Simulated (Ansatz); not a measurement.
The reference is Al in the fcc (Cu type) structure (space group Fm-3m, No. 225; a = 4.0143 Å).

Modification: full substitution Al → Y, then cell and atoms are relaxed.

Levels (all Ansatz, a program for electronic structure, PAW): PBEsol (420 eV, without spin-orbit coupling); r2SCAN (500 eV, no SOC).

The geometry is relaxed with PBEsol.

| Item | Result |
|---|---|
| PBEsol pressure | 0.0 GPa |

With r2SCAN at the same geometry, the pressure goes from zero to 3.1 GPa.

Single points use the geometry relaxed with PBEsol. Their cutoffs differ, which shifts pressures a little. Whether these cells are dynamically stable was not tested. All final runs are without spin polarisation. This is not the structure that Y has at room temperature and ambient pressure.
